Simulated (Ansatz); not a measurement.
## Pressure series in hypothetical CsCl type TaAs

Take TaAs in the CsCl type structure (space group Pm-3m, No. 221; a = 3.1781 Å; a hypothetical phase, not in the database extracts checked) as the base.

Cell and atoms are relaxed at each pressure.

Computed with PBEsol (Ansatz, a quantum-chemistry and plane-wave program), spin-orbit coupling left out.

```csv
P (GPa),V (Å³/atom)
-2.01,16.220
-1.01,16.134
0.30,16.025
0.70,15.993
1.49,15.929
3.00,15.813
5.00,15.664
7.50,15.489
10.00,15.323
```

Task: Fit a third-order Birch–Murnaghan equation of state.

Result: Least squares on P(V) = (3B₀/2)[(V₀/V)^(7/3) − (V₀/V)^(5/3)]·[1 + (3/4)(B₀′ − 4)((V₀/V)^(2/3) − 1)] gives V₀ = 16.05 Å³/atom, B₀ = 195 GPa and B₀′ = 4.4.

Load acts through the strain it causes; cell and atoms are relaxed under it. Stability against distortions was not tested. No other phases were tried under pressure. The final runs are not spin-polarised.
